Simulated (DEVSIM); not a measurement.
Device: illuminated Si p-on-n cell, one wavelength, with a back-surface field, at 250 K.

Layer 1 from the left is Si, thickness (μm) 0.0930, Na (cm⁻³) 9.4e18, τn (s) 5.1e-9, τp (s) 9.5e-8, absorption coefficient (cm⁻¹) 39000. Layer 2 from the left is Si, thickness (μm) 200, Nd (cm⁻³) 1.1e16, τn (s) 5e-7, τp (s) 5e-7, absorption coefficient (cm⁻¹) 39000. Layer 3 from the left is Si, thickness (μm) 0.160, Nd (cm⁻³) 1.1e18, τn (s) 5e-7, τp (s) 5e-7, absorption coefficient (cm⁻¹) 39000.

Left contact: ohmic, minority electron recombination velocity 8000 cm/s. Right contact: ohmic, minority hole recombination velocity 1e5 cm/s. Voltage is applied to the left contact. Recombination: SRH at mid-gap, radiative, Auger. Light enters at the left, 4e16 photons cm⁻² s⁻¹, one pass, no reflection. Mobility is constant in doping.

The device is made up for the run: typed textbook-type constants, with dimensions and the other settings drawn at random. Values at 300 K; Nc and Nv go as T^1.5, mobilities as T to minus their exponent, the gap by Varshni's rule with the affinity fixed.

Si: gap (eV) 1.124, affinity (eV) 4.05, permittivity 11.7, Nc (cm⁻³) 2.86e19, Nv (cm⁻³) 3.1e19, μn (cm²/Vs) 1417, μp (cm²/Vs) 470, T exponent of μn 2.3, T exponent of μp 2.2, B (cm³/s) 4.7e-15, Cn (cm⁶/s) 2.8e-31, Cp (cm⁶/s) 9.9e-32, Varshni α (eV/K) 0.000473, Varshni β (K) 636.

Simulated with DEVSIM: 1D drift-diffusion, Boltzmann statistics, complete ionisation; no tunnelling, impact ionisation, image-force lowering or self-heating.

Q: What does the simulation give for the short-circuit current, the fill factor?

A: short-circuit current 6.38 mA/cm²; fill factor 0.85.
